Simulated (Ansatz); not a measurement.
Bi₂SiO₅ (Cmc2₁, No. 36, 16 atoms in the cell; start mp-28144), treated with PBEsol in Ansatz (PAW).

Run with plane-wave cutoff 520 eV, 8×8×6 k mesh (along the axes of the cell as run), Fermi–Dirac smearing 0.01 eV, scalar-relativistic PAW data made under PBE.

Cell (relaxed with PBEsol):

```
Bi2O5Si
1.0
    7.58529    -2.74031     0.00000
    7.58529     2.74031     0.00000
    0.00000     0.00000     5.32667
Si Bi O
2 4 10
Cartesian
  7.58529  -0.98027   4.26322
  7.58529   0.98027   1.59989
  5.07648  -1.52949   1.30439
 10.09410   1.52949   3.96772
 10.09410  -1.52949   1.30439
  5.07648   1.52949   3.96772
  3.79977  -0.05048   0.08103
 11.37081   0.05048   2.74437
 11.37081  -0.05048   0.08103
  3.79977   0.05048   2.74437
  6.19097  -1.78739   4.39195
  8.97961   1.78739   1.72862
  8.97961  -1.78739   4.39195
  6.19097   1.78739   1.72862
  7.58529   0.16749   0.15129
  7.58529  -0.16749   2.81462
```

**Question.** Estimate the band gap and smallest direct gap on the k points sampled that the calculation returns.

**Answer.** 
- band gap = 2.71 eV
- smallest direct gap on the k points sampled = 2.73 eV

Spin–orbit coupling is not included; with these elements it can move the gap by several tenths of an eV or more.

The computed numbers hold no vibrational or temperature effects.

The result took roughly 5 core-minutes.

A start named mp-… is a Materials Project structure, which need not be a measured phase.

Ansatz is a quantum-chemistry and plane-wave program.
